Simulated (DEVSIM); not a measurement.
Device: Ni/Al2O3/SiO2/p-Si capacitor, at 450 K.

Layer 1 from the left is Al2O3, thickness (nm) 10.0. Layer 2 from the left is SiO2, thickness (nm) 0.640. Layer 3 from the left is Si, thickness (nm) 5500, Na (cm⁻³) 1.1e16.

Metal gate on the left, work function 5.1 eV. Fixed charge at the semiconductor interface 0 cm⁻² (in units of +e); interface traps 4.9e11 cm⁻² eV⁻¹, uniform in energy, neutral level at 0.3 of the gap above the valence band.

Constants are typed, rounded textbook-type inputs, not results; the design itself was drawn at random and stands for no fabricated device. Values at 300 K; Nc and Nv go as T^1.5, mobilities as T to minus their exponent, the gap by Varshni's rule with the affinity fixed.

Al2O3: gap (eV) 6.8, affinity (eV) 1.35, permittivity 9. SiO2: gap (eV) 9, affinity (eV) 0.9, permittivity 3.9. Si: gap (eV) 1.124, affinity (eV) 4.05, permittivity 11.7, Nc (cm⁻³) 2.86e19, Nv (cm⁻³) 3.1e19, Varshni α (eV/K) 0.000473, Varshni β (K) 636.

Simulated with DEVSIM: 1D Poisson equation in equilibrium, Boltzmann statistics, complete ionisation; no quantum confinement or tunnelling. Metal contacts follow the ideal Schottky-Mott rule: no Fermi-level pinning, no interface dipoles.

What does the simulation give for the threshold voltage (band bending 2φF), the flat-band voltage, the minimum of the low-frequency capacitance?

threshold voltage (band bending 2φF) 0.83 V; flat-band voltage 0.30 V; minimum of the low-frequency capacitance 0.116 μF/cm².
